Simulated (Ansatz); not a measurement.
Results of LDA (Ansatz, a quantum-chemistry and plane-wave program, PAW) for antifluorite Li₂O.

Total energies, extrapolated to zero smearing (they compare only within this program, potentials and cutoff; free atoms with spin allowed, lowest state found):

```json
[
 {"system": "antifluorite Li₂O, relaxed", "energy (eV/atom)": "-320.6434"},
 {"system": "free Li atom", "energy (eV/atom)": "-199.8366"},
 {"system": "free O atom", "energy (eV/atom)": "-548.5492"}
]
```

**Question.** Work out the cohesive energy per atom.

**Answer.** E_coh = [2 × (-199.8366) + 1 × (-548.5492)]/3 − (-320.6434) = 4.57 eV/atom. The reference value is 4.06 ± 0.03 eV/atom (derived here from tabulated measurements, copied from a table, unchecked, brought to a static lattice with a Debye model, atoms in their spin–orbit ground levels; inputs from the CRC Handbook), a difference of +0.51 eV/atom.

The PAW data were made under PBE.
